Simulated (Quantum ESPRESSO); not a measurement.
# Several settings converged on ZnNi (P4mm, 2 atoms in the cell)

```
ZnNi
1.0
    2.71006     0.00000     0.00000
    0.00000     2.71006     0.00000
    0.00000     0.00000     3.19786
Zn Ni
1 1
Direct
  0.50000   0.50000   0.51563
  0.00000   0.00000   0.00000
```

Base method: LDA (PZ), PSlibrary PAW (LDA) pseudopotentials (plane waves; Quantum ESPRESSO).

Base settings: ecutwfc = 50 Ry; ecutrho = 300 Ry; occupations = smearing; smearing = fermi-dirac; degauss = 0.0073499 Ry; potentials = {Zn: Zn.pz-dn-kjpaw_psl.1.0.0.UPF, Ni: Ni.pz-n-kjpaw_psl.1.0.0.UPF}; K_POINTS = automatic 8 8 7 0 0 0; conv_thr = 1e-10 Ry; mixing_beta = 0.7.

The count of work is k-points × plane waves × bands × iterations; it is no time. 

**The width of Fermi-Dirac smearing**

In this ladder: K_POINTS = automatic 13 13 12 0 0 0.

Narrow widths need finer meshes than wide ones, so the last steps can hold mesh noise.

Only quantities that move along the ladder and can be compared are tabulated; pressure and forces are left out, as mesh noise rules them at narrow widths.

```tsv
degauss	free energy less the last step's (meV/atom)	energy extrapolated to zero width less the last step's (meV/atom)
0.073499 Ry	-973.39	-13.00
0.036749 Ry	-226.56	28.62
0.02205 Ry	-66.82	15.28
0.0147 Ry	-23.94	5.07
0.0073499 Ry	-4.06	0.16
0.0036749 Ry	0.00	0.00
```

Widest degauss that holds the energy extrapolated to zero width within 2 meV/atom of the last step, with all finer ones: 0.0073499 Ry; the step before is off by 5.1 meV/atom.

Widest degauss that holds the free energy within 5 meV/atom: not settled: the last two steps still differ by 4.1 meV/atom, over half the tolerance, so the ladder does not show it.

The extrapolation to zero width removes most of the smearing's effect on the energy.

**The width of Methfessel-Paxton smearing**

In this ladder: smearing = methfessel-paxton; K_POINTS = automatic 13 13 12 0 0 0.

Narrow widths need finer meshes than wide ones, so the last steps can hold mesh noise.

Only quantities that move along the ladder and can be compared are tabulated; pressure and forces are left out, as mesh noise rules them at narrow widths.

```tsv
degauss	free energy less the last step's (meV/atom)
0.036749 Ry	4.11
0.02205 Ry	0.22
0.0147 Ry	-0.07
0.0073499 Ry	0.03
0.0036749 Ry	0.00
```

Widest degauss that holds the free energy within 0.5 meV/atom of the last step, with all finer ones: 0.02205 Ry; the step before is off by 4.1 meV/atom.

**The mesh under tetrahedron occupations**

In this ladder: occupations = tetrahedra_opt; smearing = default; degauss = default.

Only quantities that move along the ladder and can be compared are tabulated.

| K_POINTS | free energy less the last step's (meV/atom) | pressure (GPa) | largest difference of a force vector from the last step's (eV/Å) | count of work / last |
|---|---|---|---|---|
| automatic 5 5 4 0 0 0 | 50.85 | -10.88 | 0.052 | 0.011 |
| automatic 6 6 5 0 0 0 | 37.38 | -11.11 | 0.001 | 0.019 |
| automatic 8 8 7 0 0 0 | 13.68 | -11.42 | 0.002 | 0.038 |
| automatic 10 10 8 0 0 0 | 8.47 | -11.46 | 0.006 | 0.067 |
| automatic 12 12 10 0 0 0 | 4.14 | -11.52 | 0.003 | 0.11 |
| automatic 15 15 12 0 0 0 | 1.62 | -11.54 | 0.002 | 0.16 |
| automatic 18 18 15 0 0 0 | 0.64 | -11.56 | 0.000 | 0.28 |
| automatic 23 23 19 0 0 0 | 0.14 | -11.57 | 0.000 | 0.50 |
| automatic 28 28 24 0 0 0 | 0.00 | -11.57 | 0.000 | 1.0 |

Coarsest K_POINTS that holds the forces within 0.02 eV/Å of the last step, with all finer ones: automatic 6 6 5 0 0 0, at 0.019 of the last step's count of work; the step before is off by 0.052 eV/Å.

Coarsest K_POINTS that holds the free energy within 5 meV/atom of the last step, with all finer ones: automatic 12 12 10 0 0 0, at 0.11 of the last step's count of work; the step before is off by 8.5 meV/atom.

Coarsest K_POINTS that holds the pressure within 0.2 GPa of the last step, with all finer ones: automatic 8 8 7 0 0 0, at 0.038 of the last step's count of work; the step before is off by 0.46 GPa.

On the base run: the starting cell comes from a database of computed structures (which also holds hypothetical and non-ambient phases and stackings), without a prior relaxation at this level. Its lattice was rescaled by up to half a per cent. One atom was moved a little off its site on purpose. Spin polarisation is off. In the base run, with a pressure of about -11 GPa the cell is away from its equilibrium volume at this level.

Left out of this page: 4 runs of the series outside the window shown, repeating another row's setting, or not comparable; 1 run of the series unsound by tests on forces, stress, charge or solver warnings.
